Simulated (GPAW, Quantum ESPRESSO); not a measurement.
A GPAW input for a self-consistent single point of IrOs (P-6m2, 2 atoms in the cell) (DFT LDA (Perdew-Wang 92), plane waves, GPAW PAW datasets LDA (gpaw-data 1.0.1)):

```python
from ase import Atoms
from ase.units import GPa
from gpaw import GPAW, PW, FermiDirac

atoms = Atoms(['Os', 'Ir'],
              cell=[[2.808095, 0.000000, 0.000000],
                    [-1.404048, 2.431882, 0.000000],
                    [0.000000, 0.000000, 4.463361]],
              positions=[[-0.000002, 1.621255, 0.000000],
                         [1.404049, 0.810627, 2.231680]],
              pbc=True)

calc = GPAW(mode=PW(550),
            xc='LDA',
            kpts={'size': (13, 13, 8), 'gamma': True},
            occupations=FermiDirac(0.1),
            nbands=-6,
            convergence={'density': 1e-05},
            symmetry={'symmorphic': False, 'tolerance': 0.0005},
            maxiter=100,
            txt='-')

atoms.calc = calc

energy = atoms.get_potential_energy()
print('Energy (eV):', round(energy, 6))
forces = atoms.get_forces()
print('Forces (eV/Ang):')
print(forces.round(5))
stress = atoms.get_stress()
print('Stress (GPa, Voigt):', (stress / GPa).round(4))
```

Q: Translate this input to Quantum ESPRESSO.

A: One input that does it (others would too):

```fortran
&control
  calculation = 'scf',
  prefix = 'pwscf',
  outdir = './out',
  pseudo_dir = './',
  tprnfor = .true.,
  tstress = .true.,
/
&system
  ibrav = 0,
  nat = 2,
  ntyp = 2,
  ecutwfc = 40,
  ecutrho = 320,
  occupations = 'smearing',
  smearing = 'fd',
  degauss = 0.0073499,
/
&electrons
  conv_thr = 1.0d-10,
  mixing_beta = 0.7,
/
ATOMIC_SPECIES
Os   190.2300  os_lda_v1.2.uspp.F.UPF
Ir   192.2170  ir_lda_v1.2.uspp.F.UPF
ATOMIC_POSITIONS bohr
Os    0.000000000    3.063727050    0.000000000
Ir    2.653265456    1.531863525    4.217264943
K_POINTS automatic
13 13 8  0 0 0
CELL_PARAMETERS angstrom
   2.808095227     0.000000000     0.000000000
  -1.404047614     2.431881803     0.000000000
   0.000000000     0.000000000     4.463361000
```

Basis, cutoffs, solver keys and any potentials are the target program's own. This input uses DFT, LDA (PZ), plane waves, GBRV 1.5 ultrasoft (LDA) pseudopotentials. LDA parametrisations can differ slightly between programs. Both were run: pressure -35.57 GPa in GPAW and -33.81 in Quantum ESPRESSO.

On Quantum ESPRESSO: the starting cell comes from a database of computed structures (which also holds hypothetical and non-ambient phases and stackings), without a prior relaxation at this level. Its lattice was rescaled by a random factor within 2.5 % of one. Spin polarisation is off. With a pressure of about -34 GPa the cell is away from its equilibrium volume at this level.

On GPAW: the starting cell comes from a database of computed structures (which also holds hypothetical and non-ambient phases and stackings), without a prior relaxation at this level. Its lattice was rescaled by a random factor within 2.5 % of one. Spin polarisation is off. With a pressure of about -36 GPa the cell is away from its equilibrium volume at this level.
